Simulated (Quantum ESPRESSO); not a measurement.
Worked example: self-consistent single point of Ni₃Fe (Pm-3m, 4 atoms in the cell) in Quantum ESPRESSO.

Computed with LDA (PZ), PSlibrary PAW (LDA) pseudopotentials (plane waves; Quantum ESPRESSO).

```
CELL_PARAMETERS angstrom
      3.60325     0.00000     0.00000
      0.00000     3.60325     0.00000
      0.00000     0.00000     3.60325
ATOMIC_POSITIONS crystal
  Fe 0.00000 0.00000 0.00000
  Ni 0.00000 0.50000 0.50000
  Ni 0.50000 0.00000 0.50000
  Ni 0.50000 0.50000 0.00000
```
Moments meant for the start (each program seeds them in its own way; μB, in the order of the atoms Fe Ni Ni Ni): 3.0 0.5 0.5 0.5.

Reference input (self-consistent single point, DFT, PBE, plane waves, PSlibrary PAW (PBE) pseudopotentials): ecutwfc = 55 Ry; ecutrho = 330 Ry; occupations = smearing; smearing = fermi-dirac; degauss = 0.0073499 Ry; nspin = 2; potentials = {Fe: Fe.pbe-n-kjpaw_psl.1.0.0.UPF, Ni: Ni.pbe-n-kjpaw_psl.1.0.0.UPF}; K_POINTS = automatic 7 7 7 0 0 0; conv_thr = 1e-11 Ry; mixing_beta = 0.4. This run's input differs from it in these lines:

```diff
@@ -26,4 +26,4 @@
 ATOMIC_SPECIES
-Fe    55.8450  Fe.pbe-n-kjpaw_psl.1.0.0.UPF
-Ni    58.6934  Ni.pbe-n-kjpaw_psl.1.0.0.UPF
+Fe    55.8450  Fe.pz-n-kjpaw_psl.1.0.0.UPF
+Ni    58.6934  Ni.pz-n-kjpaw_psl.1.0.0.UPF
 ATOMIC_POSITIONS {crystal}
```

The program printed (abridged):

```
     Self-consistent Calculation

     iteration #  1     ecut=    55.00 Ry     beta= 0.40

     total energy              =    -677.74096414 Ry
     estimated scf accuracy    <       3.35950916 Ry

     total magnetization       =     4.08 Bohr mag/cell
     absolute magnetization    =     4.09 Bohr mag/cell

     iteration #  2     ecut=    55.00 Ry     beta= 0.40

     total energy              =    -678.91820135 Ry
     estimated scf accuracy    <      29.58230202 Ry

     total magnetization       =     1.76 Bohr mag/cell
     absolute magnetization    =     1.78 Bohr mag/cell

     iteration #  3     ecut=    55.00 Ry     beta= 0.40

   [... lines left out ...]

     iteration # 30     ecut=    55.00 Ry     beta= 0.40

     total energy              =    -679.67246421 Ry
     estimated scf accuracy    <          5.9E-11 Ry

     total magnetization       =     4.75 Bohr mag/cell
     absolute magnetization    =     5.09 Bohr mag/cell

     iteration # 31     ecut=    55.00 Ry     beta= 0.40

     Magnetic moment per site  (integrated on atomic sphere of radius R)
     atom   1 (R=0.292)  charge=  6.4907  magn=  2.8418
     atom   2 (R=0.292)  charge=  8.8076  magn=  0.6658
     atom   3 (R=0.292)  charge=  8.8076  magn=  0.6658
     atom   4 (R=0.292)  charge=  8.8076  magn=  0.6658
     End of self-consistent calculation

     the Fermi energy is    12.2398 ev

!    total energy              =    -679.67246421 Ry
     estimated scf accuracy    <          3.8E-12 Ry
     smearing contrib. (-TS)   =      -0.00919052 Ry
     internal energy E=F+TS    =    -679.66327369 Ry

     total magnetization       =     4.75 Bohr mag/cell
     absolute magnetization    =     5.09 Bohr mag/cell

     convergence has been achieved in  31 iterations

     Forces acting on atoms (cartesian axes, Ry/au):

     atom    1 type  1   force =     0.00000000    0.00000000    0.00000000
   [... zero for the other atoms too ...]

     Total force =     0.000000     Total SCF correction =     0.000000

          total   stress  (Ry/bohr**3)                   (kbar)     P=     -239.39
  -0.00162737   0.00000000   0.00000000         -239.39        0.00        0.00
   0.00000000  -0.00162737   0.00000000            0.00     -239.39        0.00
   0.00000000   0.00000000  -0.00162737            0.00        0.00     -239.39

   JOB DONE.
```

The run converged in 31 iterations. Against the reference run the pressure goes from -8.20 to -23.94 GPa and the size of the net moment goes from 1.24 to 1.19 μB/atom.

The starting cell has typed, rounded lattice constants, without a prior relaxation at this level. Its lattice was rescaled by a random factor within 2.5 % of one. The magnetic order is the one reached from the typed start; others were not searched systematically. With a pressure of about -24 GPa the cell is away from its equilibrium volume at this level.

Cost on one core of a shared machine: roughly 3 min.
